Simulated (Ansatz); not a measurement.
Given:

End structure of the (100) surface of rock-salt TaC, W on all Ta sites of the second plane (bottom of the slab: a bare face, its two planes held):

```
CELL_PARAMETERS angstrom
      3.16473     0.00000     0.00000
      0.00000     3.16473     0.00000
      0.00000     0.00000    27.50000
ATOMIC_POSITIONS crystal
  C  0.00000 0.00000 0.29831
  Ta 0.50000 0.50000 0.29831
  C  0.50000 0.50000 0.37968
  Ta 0.00000 0.00000 0.37968
  C  0.00000 0.00000 0.46153
  Ta 0.50000 0.50000 0.46007
  C  0.50000 0.50000 0.54060
  Ta 0.00000 0.00000 0.54335
  C  0.00000 0.00000 0.62351
  W  0.50000 0.50000 0.61998
  C  0.50000 0.50000 0.70521
  Ta 0.00000 0.00000 0.69777
```

Slab: 12 atoms, 11.1 Å thick at the start; k 12x12x1, smearing 0.1 eV, dipole-corrected; 4 atoms held, the rest relaxed; held to the start's symmetry, so lower structures may exist; no spin, no spin-orbit, no U. In PBE it lies 0.02 eV a 1x1 cell over the lowest computed structure of the same composition (W on all Ta sites of the top plane).

Task: Predict the work function of the top face from PBE in Ansatz (an electronic-structure program).

Result: 3.90 eV
